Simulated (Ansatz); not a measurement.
Take BeTe in the zinc blende structure (space group F-43m, No. 216; a = 5.554 Å) as the base. Axes: x, y, z lie along the cube axes.

Level of theory: Ansatz (a quantum-chemistry and plane-wave program) LDA, scalar-relativistic without spin-orbit coupling.

Before the change:

The band gap is 1.79 eV.

Now apply this change: a pure shear with ε_xy = ε_yx = 0.0057; the atoms relax in the strained cell.

Predict the new stress and band gap.

The stress (xx, yy, zz, yz, xz, xy; compression positive) amounts to (0.01, 0.01, 0.00, 0.00, 0.00, -0.61) GPa; the band gap shrinks by 0.06 eV to 1.73 eV.

Spin-orbit coupling, missing from the scalar runs, can matter with Te. No phonon test of stability was made.
